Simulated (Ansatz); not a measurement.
Functionals compared on a constructed model of the (0001) surface of hcp Ru, a pseudomorphic layer of Si in the host's stacking (bottom of the slab: a bare face, its two planes held), in Ansatz (plane waves, PAW). The structure was relaxed with PBE; the other rows are single points on it. Cutoff 420 eV (500 eV for r2SCAN).

Set-up: 7 atoms, 12.9 Å thick at the start with caps and adatoms (thin: gaps and levels are the slab's own); mesh 16x16x1; 0.1 eV smearing; dipole correction on; 2 atoms held, the rest relaxed; start symmetry kept, larger cells not searched; no spin, no spin-orbit, no U. In PBE it is, or lies within 0.01 eV a 1x1 cell of, the lowest of the 2 structures of its composition computed so far; subsurface sites and larger cells were not tried. These notes are the PBE run's.

| functional | work function of the top face (eV) | rough cost of the single point |
|---|---|---|
| PBE | 5.16 | – |
| RPBE | … | roughly 26 core-seconds |
| r2SCAN | 5.28 | roughly 50 core-seconds |

Complete the blanks.


- RPBE, work function of the top face (eV): 5.09

Ansatz is a quantum-chemistry and plane-wave program.
